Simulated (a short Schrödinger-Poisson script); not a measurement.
System: symmetric double-gate stack, SiO2 on p-type Ge(111), at 400 K.

| layer | material | thickness (nm) | Na (cm⁻³) |
|---|---|---|---|
| 1 | SiO2 | 1.7 | - |
| 2 | Ge | 8 | 2e15 |
| 3 | SiO2 | 1.7 | - |

Constants are typed, rounded textbook-type inputs, not results; the design itself was drawn at random and stands for no fabricated device. SiO2: permittivity 3.9, conduction-band edge (eV) 3.1, gap (eV) 9, electron mass (mₑ) 0.5. Ge: permittivity 16, conduction-band edge (eV) 0, gap (eV) 0.664, Nv at 300 K (cm⁻³) 6e18.

Channel valleys (confinement mass, in-plane density-of-states mass, number): L1 1.59, 0.08, 1; L3 0.09, 0.34, 3. At the gates, both at one voltage, the conduction-band edge of layer 1 lies 3.26 eV − eVg above the Fermi level of the channel. Gaps are held at their typed values at every temperature. Mesh 0.03 nm at interfaces.

From a short Schrödinger-Poisson script (our own, NumPy): 1D Poisson equation in equilibrium, electrons quantum, Hartree (BenDaniel-Duke, 12 states a valley, the channel's in-plane mass for all, wave functions ending at the dielectric), parabolic valleys, classical holes, full ionisation, no traps, pinning or gate leakage.

Question: List the lowest subbands of each valley and their electrons at Vg = 0.85 V.

Answer: 
```tsv
valley	subband	energy from the Fermi level (meV)	electrons (cm⁻²)	share (%)
L1	0	-66.0	2.36e12	18.1
L1	1	-65.8	2.36e12	18.1
L1	2	-17.7	1.13e12	8.7
L3	0	25.9	5.67e12	43.4
L3	1	198.2	4.67e10	0.4
L3	2	521.4	3960000	0.0
```

All electrons: 1.31e13 cm⁻². Only the L valleys are kept; under strong confinement the Δ valleys of Ge fill too.
